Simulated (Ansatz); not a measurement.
CdS: isotropic strain +1.80 %

Take CdS in the wurtzite structure (space group P6_3mc, No. 186; a = 4.196 Å, c = 6.830 Å) as the base.

The change: every lattice vector is stretched by 1.80 %, atoms relaxed at fixed cell.

Computed with Ansatz (a quantum-chemistry and plane-wave program), PBE, PAW, cutoff 420 eV, scalar-relativistic without spin-orbit coupling. Γ-centred 9×9×5 mesh, Fermi–Dirac width 0.05 eV.

- Space group = P6_3mc (No. 186) (base P6_3mc (No. 186))
- Shortest interatomic distance = 2.611 Å (base 2.565 Å)
- Energy relative to the base (free energy F) = +12 meV/atom
- Pressure (mean of the normal stresses, compression positive) = -2.52 GPa (base 0.00 GPa)
- Band gap = 0.98 eV (base 1.11 eV)
- Gap character = direct at Γ (base direct at Γ)
- Mean gap deformation potential ΔEg/Δln V = -2.4 eV
- Width of the top valence band = 1.41 eV (base 1.55 eV)
- Electron mass = 0.11 mₑ along c, 0.12 mₑ across (at Γ) (base 0.12 mₑ along c, 0.13 mₑ across (at Γ))
- Valence-band top at Γ (three highest levels, from the VBM) = 0.00, 0.00, -0.03 eV (base 0.00, 0.00, -0.04 eV)

Final structure:

```
CELL_PARAMETERS angstrom
      4.27178     0.00000     0.00000
     -2.13589     3.69947     0.00000
      0.00000     0.00000     6.95245
ATOMIC_POSITIONS crystal
  Cd 0.66667 0.33333 0.49977
  Cd 0.33333 0.66667 0.99977
  S  0.66667 0.33333 0.12323
  S  0.33333 0.66667 0.62323
```

Effective masses come from finite differences of ±0.01 Å⁻¹. Whether these cells are dynamically stable was not tested.
